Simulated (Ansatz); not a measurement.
The parent structure is BeS in the zinc blende structure (space group F-43m, No. 216; a = 4.869 Å).

Calculations: r2SCAN, PAW, 500 eV (Ansatz, an electronic-structure program; no SOC).

Base values:

| Item | Result |
|---|---|
| Electron mass | 0.79 mₑ along k, 0.29 mₑ across (at X) |
| Pressure | 0.0 kbar |
| Hole mass | 0.34, 0.57, 0.57 mₑ (at Γ) |

Modification: the cell is scaled by 0.9850 in all directions; the atoms relax in the strained cell.

**Question.** What does the calculation give for the electron mass after the change?

**Answer.** The electron mass changes from 0.79 mₑ along k, 0.29 mₑ across (at X) to 0.78 mₑ along k, 0.28 mₑ across (at X).

**Question.** Predict the new pressure.

**Answer.** The pressure goes from zero to 48.1 kbar.

**Question.** Predict the new hole mass.

**Answer.** The hole mass (degenerate bands, along [100]) changes from 0.34, 0.57, 0.57 mₑ (at Γ) to 0.35, 0.54, 0.54 mₑ (at Γ).

**Question.** Predict the new mean gap deformation potential ΔEg/Δln V.

**Answer.** The mean gap deformation potential ΔEg/Δln V amounts to +2.3 eV.

Masses are band curvatures over ±0.01 Å⁻¹ around the edge. Along k means along the line from Γ to the band edge. Gaps are Kohn–Sham eigenvalue differences; semilocal functionals usually give less than the measured gap. Stability against distortions was not tested.
